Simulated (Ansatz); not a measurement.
An ideal cubic perovskite cell is held by its symmetry; such compounds can tilt or shift off centre at room temperature.

Input:

```yaml
crystal:
  lattice:
    - [8.01604, 0.00000, 0.00000]
    - [-4.00802, 6.94210, 0.00000]
    - [4.00802, 2.31403, 3.27254]
  atoms:
    - { symbol: Cs, position: [0.00000, 0.00000, 0.00000] }
    - { symbol: Pb, position: [0.00000, 0.50000, 0.50000] }
    - { symbol: Cl, position: [0.50000, 0.50000, 0.00000] }
    - { symbol: Cl, position: [0.50000, 0.00000, 0.00000] }
    - { symbol: Cl, position: [0.00000, 0.50000, 0.00000] }
```

Space group of this cell: Pm-3m, cubic perovskite. The cell was relaxed by PBE-D3(BJ).

Transport runs along the normal of the first two printed cell vectors, the (111) plane of the conventional cell.

No gap correction and no spin-orbit coupling; mid-gap values are interpolated between computed energies.

Q: State the band gap and the smallest decay constant κ at mid-gap according to r2SCAN (Ansatz, an electronic-structure program).

A: Gap 2.44 eV on a 10×10×10 mesh; κ = 0.184 1/Å, at the zone centre.
